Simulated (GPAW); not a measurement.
Pressure against volume in fluorite-structure PtAl2 (space group 225) (GPAW, PBE)

```xyz
3
Lattice="0.0000 2.9025 2.9025 2.9025 0.0000 2.9025 2.9025 2.9025 0.0000" Properties=species:S:1:pos:R:3 pbc="T T T"
Al     1.4512     1.4512     1.4512
Al     4.3537     4.3537     4.3537
Pt     0.0000     0.0000     0.0000
```

Method of the run: PBE, GPAW PAW datasets PBE (gpaw-data 1.0.1) (plane waves; GPAW). Settings: mode = pw; ecut = 585 eV; xc = PBE; kpts = 17 17 17; mesh shift (steps) = 0 0 0; occupations.name = fermi-dirac; occupations.width = 0.05 eV; nbands = -9; convergence.density = 1e-05 e/electron; symmetry.symmorphic = false; symmetry.tolerance = 0.0005; maxiter = 150. The cell above is the first row's. The rows scale it uniformly. In all rows fractional positions and the k mesh are held.

```csv
V (Å^3/atom),P (GPa)
16.301,?
16.655,7.81
17.009,4.53
17.364,1.60
17.718,-1.02
18.073,-3.36
18.427,-5.46
18.781,-7.34
19.136,-9.01
```

Q: Using a cubic, estimate the missing P at V = 16.301 from the other rows, showing the fit.

A: With u = V - 17.9, the rows have u = -1.2450, -0.8910, -0.5360, -0.1820, 0.1730, 0.5270, 0.8810, 1.2360. Least squares gives P = -2.258 - 6.6000·u + 1.0534·u² - 0.1107·u³. Residuals (row less fit): 0.005, -0.007, 0.001, 0.001, 0.009, 0.000, -0.009, 0.005; standard error 0.008 (degrees of freedom: 4). The fitted pressure is zero at V0 = 17.58, where dP/dV = -7.319, so B0 = -V0·dP/dV = 129 GPa. At the withheld row, u = -1.5990, so P = -2.258 - 6.6000 × (-1.5990) + 1.0534 × (-1.5990)² - 0.1107 × (-1.5990)³ = 11.441 GPa. The calculation gives 11.46 GPa, 0.019 GPa above the prediction (0.1 % of the range of P in the table). The row lies outside the fitted rows, so this is an extrapolation. From the scatter of the fitted rows alone, a prediction at this place has a standard error of 0.022 GPa, so the miss is 0.9 times that.

Carrying the step between the two nearest rows on in a straight line would have given 11.09, off by 0.37; series whose last step already gives the withheld value aren't shown. The scan was laid around a cell of about the measured size, scaled by a guess for this functional. The runs keep the symmetry of the cell, so they don't test it for distortions. Spin polarisation is off. Spin-orbit coupling is off. Cutoffs and mesh are single choices, not tested for convergence of this quantity. Series with a scatter that would blur these digits, or in which a gap closes, are not shown.
